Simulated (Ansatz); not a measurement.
A periodic model of amorphous Ti10Al12O38:

```xyz
60
Lattice="8.9248 0.0000 0.0000 0.0000 8.9248 0.0000 0.0000 0.0000 8.9248" Properties=species:S:1:pos:R:3 pbc="T T T"
Ti     1.2169     4.3924     2.4469
Ti     6.2670     4.9078     8.3795
Ti     5.8920     7.1185     5.8395
Ti     4.8078     7.5924     3.2090
Ti     3.6359     0.5018     0.9060
Ti     3.9464     2.2474     6.0897
Ti     1.0205     1.7726     6.4000
Ti     2.6504     7.4599     7.2825
Ti     0.3199     0.6663     1.8061
Ti     8.4575     5.0445     5.8081
Al     0.0132     6.5551     0.1453
Al     7.8120     2.4227     3.6793
Al     3.5795     3.8897     1.1022
Al     8.4126     6.9912     3.0755
Al     2.3197     8.5989     4.2174
Al     2.8745     5.2652     4.7032
Al     5.7197     4.2241     4.2571
Al     1.7015     4.3946     7.6243
Al     8.5329     8.4557     5.5312
Al     6.9194     1.0660     7.4822
Al     6.5756     8.0099     0.9057
Al     6.2260     2.2364     1.3136
O      6.8009     7.4991     2.6072
O      3.4378     0.0814     2.8517
O      2.6700     2.7765     7.2843
O      8.7152     1.3751     7.6114
O      4.6061     4.8706     0.0763
O      4.5614     7.1126     6.9336
O      1.8491     1.0965     1.0571
O      1.8985     4.1345     0.5043
O      1.3292     8.3005     6.0134
O      5.4326     8.5047     4.6347
O      3.0909     4.4958     2.7432
O      7.4932     1.2741     2.2839
O      6.1434     3.1652     2.9130
O      4.7735     7.8554     1.2423
O      6.6441     5.3512     6.5347
O      8.1330     6.8142     4.8597
O      3.3286     0.1316     8.0317
O      7.1795     8.3774     6.6864
O      4.1445     3.8208     5.0805
O      8.5369     8.2640     0.7567
O      2.5119     5.5523     6.4963
O      5.4055     5.9524     4.2087
O      4.3673     2.2678     1.1110
O      6.9391     3.3834     0.1163
O      0.6281     3.5345     6.2368
O      0.7017     8.3862     3.2819
O      0.1052     5.8420     1.8540
O      5.6471     1.9424     6.6006
O      3.1115     6.9882     4.2225
O      7.0448     6.4576     0.0913
O      0.0784     5.3837     7.6547
O      6.2496     0.7168     0.1541
O      8.5552     1.2667     4.9783
O      0.4345     2.7990     2.7702
O      1.7618     6.9722     8.7064
O      7.4420     3.8405     4.7887
O      1.0752     5.0752     4.2234
O      2.6825     1.2374     5.1567
```

Calculation: PBE, scalar-relativistic without spin-orbit coupling (plane waves to 420 eV, PAW; Ansatz, a first-principles code).

A CHGNet melt-quench gave the starting glass, which DFT then relaxed. O atoms were pushed apart under 1.9 Å during the dynamics, to hinder bonds among them. The hot cell started wider than the set density and was brought back towards it in steps. It is the lowest in DFT energy of 2 quenches. It is a model cell: composition and starting density were chosen by hand, and all elements were melted together. No dispersion term was used. Its density started from a set value of 3.31 and ended at 3.29 g/cm³. Cooling (nominally 140 K/ps over its main leg) ran many orders faster than in experiment, which tends to leave more defects and strain. A cell of this size samples the disorder only roughly. The volume was free in the relaxation, at fixed shape. Stress components on the final sampling reach 1.6 GPa.

Bonds are counted up to Ti-Ti 3.12 Å, Ti-Al 2.89 Å, Ti-O 2.58 Å, Al-Al 2.66 Å, Al-O 2.26 Å, O-O 1.58 Å. Two cations that share two anions don't count as bonded, nor two that share one unless they lie closer than Ti-Ti 3.04 Å, Ti-Al 2.81 Å, Al-Al 2.59 Å.

Q: Give the coordination numbers, mean bond lengths and angles.

A: 
```json
{
  "Mean coordination of Ti by anions": "5.20 (2 with 4, 4 with 5, 4 with 6)",
  "Mean coordination of Al by anions": "4.58 (5 with 4, 7 with 5)",
  "Mean coordination of O": "2.82 (9 with 2, 27 with 3, 2 with 4)",
  "Mean Al-O bond": "1.848 Å (spread 0.072 Å, 55 counted)",
  "Mean Ti-O bond": "1.960 Å (spread 0.158 Å, 52 counted)",
  "Bond angle at Ti": "mean 105.0°, spread 26.0°",
  "Bond angle at Al": "mean 107.4°, spread 22.6°",
  "Bond angle at O": "mean 118.1°, spread 19.3°"
}
```

Q: List the pairs of like atoms that count as bonded by the rules above.

A: There are none by these rules.

Q: What Bader charges do the atoms carry, from a run on the zone centre alone?

A: Means (range): Ti +2.22 e (+2.19 to +2.27), Al +2.53 e (+2.52 to +2.54), O -1.38 e (-1.67 to -1.04).
| atom | charge (e) |
|---|---|
| Ti1 | +2.22 |
| Ti2 | +2.20 |
| Ti3 | +2.19 |
| Ti4 | +2.21 |
| Ti5 | +2.25 |
| Ti6 | +2.20 |
| Ti7 | +2.19 |
| Ti8 | +2.23 |
| Ti9 | +2.21 |
| Ti10 | +2.27 |
| Al11 | +2.54 |
| Al12 | +2.53 |
| Al13 | +2.52 |
| Al14 | +2.52 |
| Al15 | +2.53 |
| Al16 | +2.54 |
| Al17 | +2.52 |
| Al18 | +2.54 |
| Al19 | +2.52 |
| Al20 | +2.53 |
| Al21 | +2.54 |
| Al22 | +2.54 |
| O23 | -1.55 |
| O24 | -1.32 |
| O25 | -1.26 |
| O26 | -1.24 |
| O27 | -1.31 |
| O28 | -1.04 |
| O29 | -1.04 |
| O30 | -1.54 |
| O31 | -1.51 |
| O32 | -1.05 |
| O33 | -1.44 |
| O34 | -1.48 |
| O35 | -1.66 |
| O36 | -1.31 |
| O37 | -1.20 |
| O38 | -1.55 |
| O39 | -1.10 |
| O40 | -1.53 |
| O41 | -1.46 |
| O42 | -1.39 |
| O43 | -1.53 |
| O44 | -1.41 |
| O45 | -1.49 |
| O46 | -1.32 |
| O47 | -1.21 |
| O48 | -1.52 |
| O49 | -1.52 |
| O50 | -1.33 |
| O51 | -1.54 |
| O52 | -1.44 |
| O53 | -1.46 |
| O54 | -1.67 |
| O55 | -1.52 |
| O56 | -1.31 |
| O57 | -1.22 |
| O58 | -1.44 |
| O59 | -1.35 |
| O60 | -1.32 |
